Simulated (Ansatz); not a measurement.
Take PbTe in the rock salt structure (space group Fm-3m, No. 225; a = 6.534 Å) as the base.

Method: plane-wave PAW DFT at the r2SCAN level (Ansatz, a program for electronic structure, 500 eV), without spin-orbit coupling.

Before the change:

The hole mass is 0.57 mₑ along k, 0.088 mₑ across (at L), the electron mass is 0.34 mₑ along k, 0.12 mₑ across (at L) and the density is 7.97 g/cm³.

Perturbation: cell and atoms relaxed at a pressure of 3 GPa.

Question: Predict the new mean gap deformation potential ΔEg/Δln V, hole mass, electron mass and density.

Answer: The mean gap deformation potential ΔEg/Δln V is +2.3 eV; the hole mass becomes 0.48 mₑ along k, 0.069 mₑ across (at L) (base: 0.57 mₑ along k, 0.088 mₑ across (at L)); the electron mass changes from 0.34 mₑ along k, 0.12 mₑ across (at L) to 0.31 mₑ along k, 0.11 mₑ across (at L); the density rises by 0.51 g/cm³ (7.97 g/cm³ → 8.48 g/cm³).

Spin-orbit coupling, missing from the scalar runs, can matter with Pb and Te. Load acts through the strain it causes; cell and atoms are relaxed under it. Effective masses come from finite differences of ±0.01 Å⁻¹. Along k means along the line from Γ to the band edge. Whether these cells are dynamically stable was not tested.
